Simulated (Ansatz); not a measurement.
Ag under a change: uniaxial strain ε_zz = +2.50 %

Consider Ag in the fcc (Cu type) structure (space group Fm-3m, No. 225; a = 4.0538 Å; relaxed with 0.1 eV smearing). Axes: x, y, z lie along the cube axes.

Modification: uniaxial strain ε_zz = +2.50 %, all other strain components held at zero, atoms relaxed at fixed cell.

Level of theory: PBEsol (Ansatz, an electronic-structure program, PAW, scalar-relativistic without spin-orbit coupling). Settings: 28×28×28 k-points, 0.1 eV Fermi–Dirac smearing.

```csv
quantity,base,changed,shift
shortest interatomic distance,286.6 pm,286.6 pm,0.0 pm
energy relative to the base (free energy F),0 meV/atom,+4.5 meV/atom,+4.5 meV/atom
band gap,zero,zero,–
"stress (xx, yy, zz, yz, xz, xy; compression positive)",–,"(-2.4, -2.4, -3.4, 0.0, 0.0, 0.0) GPa",–
```

Cost of the whole job for the changed cell (relaxation, final SCF and bands): about 40 core-seconds (a rough figure).

Whether these cells are dynamically stable was not tested.
